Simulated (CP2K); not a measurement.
Input and output of a self-consistent single point for Tl3Zn (I4/mmm, 4 atoms in the cell) (CP2K).

Method: PBEsol, GPW, DZVP-MOLOPT-SR-GTH basis, GTH-PBE potentials (GTH_POTENTIALS) run with CP2K.

```xyz
4
Lattice="5.9863 0.0000 0.0000 2.2017 5.5667 0.0000 -4.0940 -2.7833 3.3657" Properties=species:S:1:pos:R:3 pbc="T T T"
Zn     0.0000     0.0000     0.0000
Tl     2.9931     0.0000     1.6828
Tl     1.1009     2.7833     1.6828
Tl     4.0940     2.7833     0.0000
```

Reference input (self-consistent single point, DFT PBEsol, GPW, DZVP-MOLOPT-SR-GTH basis, GTH-PBE potentials (GTH_POTENTIALS)): CUTOFF = 600 Ry; REL_CUTOFF = 60 Ry; SMEAR/METHOD = MARZARI_VANDERBILT; SIGMA = 0.05 eV; KPOINTS/SCHEME = MONKHORST-PACK 5 5 5; XC_FUNCTIONAL = PBE:PBESOL; Zn/BASIS_SET = DZVP-MOLOPT-SR-GTH-q12; Zn/POTENTIAL = GTH-PBE-q12; Tl/BASIS_SET = DZVP-MOLOPT-SR-GTH-q13; Tl/POTENTIAL = GTH-PBE-q13; METHOD = GPW; EPS_DEFAULT = 1e-10. This run's input differs from it in these lines:

```diff
@@ -40,3 +40,4 @@
     &KPOINTS
-      SCHEME MONKHORST-PACK 5 5 5
+      SCHEME MONKHORST-PACK 6 6 6
+      GAMMA_CENTERED T
     &END KPOINTS
```

The program printed (abridged):

```
 SCF WAVEFUNCTION OPTIMIZATION

  Step     Update method      Time    Convergence         Total energy    Change
     1 NoMix/Diag. 0.20E+00      -     1.22878594      -210.0269540752 -2.10E+02
     2 Broy./Diag. 0.20E+00      -     0.01212256      -211.0278209608 -1.00E+00
     3 Broy./Diag. 0.20E+00      -     0.04265845      -210.4954206029  5.32E-01
     4 Broy./Diag. 0.20E+00      -     0.01715750      -209.9260917889  5.69E-01
     5 Broy./Diag. 0.20E+00      -     0.00379800      -209.7893495255  1.37E-01
     6 Broy./Diag. 0.20E+00      -     0.00397991      -209.8252464367 -3.59E-02
   [... 4 lines left out ...]
    11 Broy./Diag. 0.20E+00      -     0.00005427      -209.8490092959  7.79E-04
    12 Broy./Diag. 0.20E+00      -     0.00000792      -209.8487477963  2.61E-04
    13 Broy./Diag. 0.20E+00      -     0.00001520      -209.8488287700 -8.10E-05
    14 Broy./Diag. 0.20E+00      -     0.00000096      -209.8488624155 -3.36E-05
  *** SCF run converged in    14 steps ***

  Overlap energy of the core charge distribution:               0.00000000000005
  Self energy of the core charge distribution:               -339.69040220129352
  Core Hamiltonian energy:                                    101.58048532372845
  Hartree energy:                                              56.70723076725105
  Exchange-correlation energy:                                -28.44619213159347
  Smearing free energy correction:                              0.00001582673489
  Fermi energy:                                                 0.22099416116800

  Total energy:                                              -209.84886241552681

 ENERGY| Total FORCE_EVAL ( QS ) energy [hartree]           -209.848862658202592

 FORCES| Atomic forces [hartree/bohr]
   [... lines left out ...]

 STRESS| Analytical stress tensor [bar]
 STRESS|                        x                   y                   z
 STRESS|      x       -2.37426122923E+04  -1.47484939290E+03   1.30831015233E+00
 STRESS|      y       -1.47484939290E+03  -2.25759168656E+04   9.23971657025E-01
 STRESS|      z        1.30831015233E+00   9.23971657025E-01  -2.15719707687E+04
 STRESS| 1/3 Trace                                            -2.26301666422E+04
```

The run converged in 14 iterations. Against the reference run the free energy goes up by 31.5 meV/atom and the pressure goes from -2.39 to -2.26 GPa.

The starting cell comes from a database of computed structures (which also holds hypothetical and non-ambient phases and stackings), without a prior relaxation at this level. Values carry the incompleteness of an atom-centred basis. The potentials were made for another functional than the one used.

Cost on one core of a shared machine: roughly 2 min.
